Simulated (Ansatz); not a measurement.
One Ga atom on a Si site, 3x3x3 cubic cells, neutral, without spin. Cell 16.41 × 16.41 × 16.41 Å, GaSi215, 216 atoms. 

Basis: localised support functions (accuracy medium) on a full density matrix. k-points: zone centre alone; occupations: Fermi-Dirac, 0.0050 eV; spin polarisation not allowed. Scalar-relativistic, no spin-orbit coupling.

Question: What gap and bonding does PBE, support functions at accuracy medium on the grid of 420 eV run with Ansatz (a program for electronic structure) give?

Answer: 
* **electronic character of the cell**: no gap resolved at this smearing
* **coordination (neighbours within 2.841 Å)**: 100.0 % 4-fold
* **Ga-Si bonds, mean ± spread**: 2.397 ± 0.003 Å
* **Si-Si bonds, mean ± spread**: 2.368 ± 0.003 Å
* **bond angles, mean ± spread**: 109.5° ± 0.2°
* **pressure**: 0.18 GPa
